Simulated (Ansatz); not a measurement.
## Pressure series in Si

Base system: Si in the diamond structure (space group Fd-3m, No. 227; a = 5.4699 Å).

Cell and atoms are relaxed at each pressure.

Level of theory: PBE (Ansatz, a program for electronic structure; PAW; 420 eV plane waves; no spin-orbit coupling), earlier PAW set.

Only one of these has no band gap. Which?
A) pressure 15 GPa
B) pressure −2 GPa
C) pressure 3 GPa
D) pressure 75 GPa

D, pressure 75 GPa. Computed: pressure 75 GPa: zero; pressure 15 GPa: 0.36 eV; pressure 3 GPa: 0.56 eV; pressure −2 GPa: 0.66 eV

A case with no gap was solved on a k-mesh chosen for an insulator, which is coarse for it. Load acts through the strain it causes; cell and atoms are relaxed under it. Stability against distortions was not tested. Measured, Si leaves this structure (for the β-tin structure) near 12 GPa (room temperature; as listed in arXiv:1906.07825).
